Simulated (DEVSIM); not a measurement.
Structure: GaP/Si n-p heterojunction, at 350 K.

```
layer (left to right)  material  thickness (μm)  Nd (cm⁻³)  Na (cm⁻³)  τn (s)  τp (s)
---------------------  --------  --------------  ---------  ---------  ------  ------
1                           GaP          0.0730     3.6e17          -  2.4e-6  2.4e-6
2                            Si           0.540          -     1.7e16  2.4e-6  2.4e-6
```

Left contact: ohmic. Right contact: ohmic. Voltage is applied to the left contact. Recombination: SRH at mid-gap, radiative, Auger. Mobility is constant in doping.

This is a model device: material constants are rounded textbook-type values typed into the input, and sizes, dopings and lifetimes were drawn at random. Values at 300 K; Nc and Nv go as T^1.5, mobilities as T to minus their exponent, the gap by Varshni's rule with the affinity fixed.

```csv
parameter,GaP,Si
gap (eV),2.26,1.124
affinity (eV),3.8,4.05
permittivity,11.1,11.7
Nc (cm⁻³),1.8e19,2.86e19
Nv (cm⁻³),1.9e19,3.1e19
μn (cm²/Vs),250,1417
μp (cm²/Vs),150,470
T exponent of μn,1.6,2.3
T exponent of μp,1.98,2.2
B (cm³/s),1e-13,4.7e-15
Cn (cm⁶/s),1e-30,2.8e-31
Cp (cm⁶/s),1e-30,9.9e-32
Varshni α (eV/K),0.00058,0.000473
Varshni β (K),372,636
```

Simulated with DEVSIM: 1D drift-diffusion, Boltzmann statistics, complete ionisation; no tunnelling, impact ionisation, image-force lowering or self-heating. Band offsets follow the typed affinities; no thermionic-emission limit at abrupt steps, no polarisation charge.

Q: Tabulate band edges, carrier densities and field at zero bias.

A: Energies count from the Fermi level of the right contact; mesh points crowd at the junctions.

```
x (μm)    Ec (eV)  Ev (eV)  n (cm⁻³)  p (cm⁻³)  field (V/cm)
--------  -------  -------  --------  --------  ------------
0.000       0.125   -2.114    3.6e17     < 1e2            72
0.003559    0.125   -2.114    3.6e17     < 1e2            81
0.009394    0.125   -2.114    3.6e17     < 1e2           140
0.01811     0.125   -2.114    3.6e17     < 1e2           450
0.03937     0.131   -2.108    2.9e17     < 1e2          8200
0.05466     0.167   -2.072    9.0e16     < 1e2         47000
0.06399     0.233   -2.007    1.0e16     < 1e2         96000
0.07085     0.312   -1.927    7.3e14     < 1e2        140000
0.07385     0.104   -1.007    1.2e18    120000        120000
0.07817     0.145   -0.965    2.9e17    490000         80000
0.08505     0.193   -0.917    6.0e16   2400000         63000
0.1044      0.304   -0.807    1.5e15     9.4e7         54000
0.1317      0.440   -0.671    1.7e13     8.6e9         46000
0.1796      0.631   -0.479    2.9e10    4.9e12         34000
0.2974      0.854   -0.257     1.8e7    7.8e15          6200
0.4263      0.877   -0.234   8600000    1.7e16           180
0.5085      0.877   -0.233   8400000    1.7e16            16
0.5530      0.877   -0.233   8400000    1.7e16           ≈ 0
0.5876      0.877   -0.233   8400000    1.7e16           ≈ 0
0.6006      0.877   -0.233   8400000    1.7e16           ≈ 0
0.6080      0.877   -0.233   8400000    1.7e16           ≈ 0
0.6130      0.877   -0.233   8400000    1.7e16           ≈ 0
```
